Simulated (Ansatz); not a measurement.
For CsCl-type CoGa, rVV10 (plane waves, PAW; Ansatz, a first-principles code) gives:

- lattice parameter a: 2.897 Å
- bulk modulus B0: 171 GPa
- cohesive energy: 4.13 eV/atom

**Question.** What does r²SCAN+rVV10 (Ansatz, plane waves, PAW) give for the same quantities?

**Answer.** 
- lattice constant a: 2.835 Å (decreases by 2.1 %)
- bulk modulus: 208 GPa (grows by 22 %)
- cohesive energy: 4.20 eV/atom (rises by 0.07 eV/atom)

For comparison: lattice constant a 2.878 Å (measured, temperature not stated, copied from a table, unchecked, no zero-point or thermal correction; as tabulated in Monatshefte fuer Chemie und verwandte Teile anderer Wissenschaften 123, 509 (1992)).

Changes are worked out from the printed values.

Unless a cell is named, each level is at its own relaxed cell (rVV10 12.15, r²SCAN+rVV10 11.40 Å³/atom).

The crystal itself was run without spin with rVV10, r²SCAN+rVV10; a magnetic state was not tried in these runs.

Ansatz's density-functional and Hartree–Fock values are scalar-relativistic unless marked +SOC, with PAW data made under PBE.
